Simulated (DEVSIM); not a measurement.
Structure: illuminated Si n-on-p cell, one wavelength, at 300 K.

| layer (left to right) | material | thickness (μm) | Nd (cm⁻³) | Na (cm⁻³) | τn (s) | τp (s) | absorption coefficient (cm⁻¹) |
|---|---|---|---|---|---|---|---|
| 1 | Si | 0.490 | 6.9e17 | - | 1.7e-7 | 1.2e-6 | 23000 |
| 2 | Si | 31.0 | - | 6.1e16 | 9.2e-6 | 9.2e-6 | 23000 |

Left contact: ohmic, minority hole recombination velocity 4000 cm/s. Right contact: ohmic, minority electron recombination velocity 5e5 cm/s. Voltage is applied to the left contact. Recombination: SRH at mid-gap, radiative, Auger. Gap narrowing is on: ΔEg = 6.92 meV × (l + √(l² + 0.5)), l = ln(N/1.3e17 cm⁻³), shared equally by both band edges. Light enters at the left, 1.2e18 photons cm⁻² s⁻¹, one pass, no reflection. Mobility is μmin + (μ − μmin)/(1 + (N/Nref)^α).

Constants are typed, rounded textbook-type inputs, not results; the design itself was drawn at random and stands for no fabricated device. Values at 300 K; Nc and Nv go as T^1.5, mobilities as T to minus their exponent, the gap by Varshni's rule with the affinity fixed.

| parameter | Si |
|---|---|
| gap (eV) | 1.124 |
| affinity (eV) | 4.05 |
| permittivity | 11.7 |
| Nc (cm⁻³) | 2.86e19 |
| Nv (cm⁻³) | 3.1e19 |
| μn (cm²/Vs) | 1417 |
| μp (cm²/Vs) | 470 |
| μn,min | 52 |
| μp,min | 45 |
| Nref,n | 9.7e16 |
| Nref,p | 2.2e17 |
| αn | 0.68 |
| αp | 0.72 |
| T exponent of μn | 2.3 |
| T exponent of μp | 2.2 |
| B (cm³/s) | 4.7e-15 |
| Cn (cm⁶/s) | 2.8e-31 |
| Cp (cm⁶/s) | 9.9e-32 |
| Varshni α (eV/K) | 0.000473 |
| Varshni β (K) | 636 |

Model (solved in DEVSIM): 1D drift-diffusion, Boltzmann statistics, complete ionisation; no tunnelling, impact ionisation, image-force lowering or self-heating.

Base results: open-circuit voltage (V) 0.647; potential step across the device at zero bias (V) 0.854; dark forward voltage at 1 A/cm² (V) 0.690; largest power (mW/cm²) 102.

What follows from this one change: temperature 300 → 500 K?

open-circuit voltage 0.647 → 0.229 V; potential step across the device at zero bias 0.854 → 0.557 V; dark forward voltage at 1 A/cm² 0.690 → 0.302 V; largest power 102 → 24.0 mW/cm².

What follows from this one change: doping Na of layer 2 6.1e+16 → 1.8e+18 cm^-3?

open-circuit voltage 0.647 → 0.697 V; potential step across the device at zero bias 0.854 → 0.924 V; dark forward voltage at 1 A/cm² 0.690 → 0.741 V; largest power 102 → 111 mW/cm².
